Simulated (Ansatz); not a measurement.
Take SiC in the wurtzite structure (space group P6_3mc, No. 186; a = 3.056 Å, c = 5.016 Å) as the base. Axes: x lies along a and z along c of the hexagonal cell.

Calculations: Ansatz (an electronic-structure program) LDA, spin-orbit coupling left out.

Before the change:

The valence-band top at Γ is 0.00, 0.00, -0.11 eV. The band gap comes out as 2.13 eV.

One thing is altered: uniaxial strain ε_zz = −2.40 %, all other strain components held at zero, atoms relaxed at fixed cell.

Task: Predict the new valence-band top at Γ.

Result: The valence-band top at Γ (three highest levels, from the VBM) becomes 0.00, -0.14, -0.14 eV (base: 0.00, 0.00, -0.11 eV).

Task: What does the calculation give for the band gap after the change?

Result: The band gap goes up by 0.02 eV (2.13 eV → 2.15 eV).

No phonon test of stability was made.
